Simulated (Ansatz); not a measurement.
Band structure of LaN (P6_3mc, 4 atoms in the cell).

```xyz
4
Lattice="4.1362 0.0000 0.0000 -2.0681 3.5821 0.0000 0.0000 0.0000 5.9226" Properties=species:S:1:pos:R:3 pbc="T T T"
La     0.0000     2.3880     5.9081
La     2.0681     1.1940     2.9468
N      0.0000     2.3880     2.4428
N      2.0681     1.1940     5.4041
```

Level of theory: PBEsol, PAW files made with PBE (plane waves; Ansatz, a first-principles code).

Settings: basis.ecutwfc = 420 eV; kpoints.mp_grid.grid = 8 8 5; hamiltonian.xc = pbesol; hamiltonian.pseudopotentials = {kind: paw} (the program's default PAW files); scf.occupations.method = fixed; kpoints.band_path.npoints = 8.

The starting cell comes from a database of computed structures (which also holds hypothetical and non-ambient phases and stackings), without a prior relaxation at this level.

Q: Predict the gap along the standard path and the places of the band edges.

A: The gap along the path is 1.01 eV, from K to Γ; the smallest direct gap on it is 1.50 eV.

Levels in eV from the top of the valence band on the path, bands 13 to 19:
| point | 13 | 14 | 15 | 16 | 17 | 18 | 19 |
|---|---|---|---|---|---|---|---|
| Γ | -1.70 | -1.70 | -1.52 | -0.49 | 1.01 | 2.73 | 2.73 |
| M | -1.40 | -0.83 | -0.66 | -0.30 | 1.61 | 2.31 | 2.79 |
| K | -1.44 | -1.10 | -1.10 | 0.00 | 1.52 | 2.20 | 2.95 |
| A | -2.11 | -2.11 | -1.95 | -1.95 | 2.24 | 2.24 | 3.30 |
| L | -1.13 | -1.13 | -0.87 | -0.87 | 2.34 | 2.34 | 3.34 |
| H | -1.37 | -1.37 | -0.82 | -0.82 | 1.94 | 1.94 | 3.37 |

Keys are those of Ansatz 0.2.
